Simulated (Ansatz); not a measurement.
BP (I-4m2), Ansatz (an electronic-structure program) with HSE06, rigid bands: Condition of this run: uniaxial stress along [001] of -12 GPa (compression positive) (the target of the relaxation). band gap 1.64 eV, N_c = 2.34e19 cm⁻³ and N_v = 1.71e19 cm⁻³ at 300 K, conductivity masses along y (a = (0.00, 2.25, 2.35) Å; b = (2.25, 0.00, 2.35) Å; c = (2.25, 2.25, 0.00) Å) of 0.375 mₑ (electrons) and 0.314 mₑ (holes). Take k_BT = 0.02585 eV.

Problem. What built-in voltage has an abrupt junction with N_A = 1e16 and N_D = 1e17 cm⁻³, all dopants ionised?

Solution. V_bi = E_g/e − (k_BT/e) ln(N_c N_v/(N_A N_D)) = 1.64 − 0.02585 × 12.90 = 1.31 V. It follows the computed gap one for one.

Problem. A film of it is 3 nm thick, with its normal along the direction named. Estimate the confinement energies in an infinite well.

Solution. ħ²π²/(2m t²) = 0.376 eV·nm²/(m/mₑ × t²) gives 111 meV for electrons and 133 meV for holes, so the gap would widen to about 1.88 eV. Finite barriers and nonparabolic bands lower this, and with several valleys or bands the heaviest mass along the normal sets the lowest level, not this average.

Problem. What thermal injection velocity √(2k_BT/πm) limits a ballistic channel along the direction named?

Solution. 8.79e6 cm/s for electrons and 9.60e6 cm/s for holes, a ratio of √(m_h/m_e) = 0.915, for dilute carriers.

Rigid, parabolic bands with the computed gap; masses take one relaxation time for all states. Spin-orbit coupling is left out; where it splits the top of the valence band, N_v and the p-type Seebeck coefficient come out somewhat high without it. Geometry: cell and atoms relaxed with PBEsol.
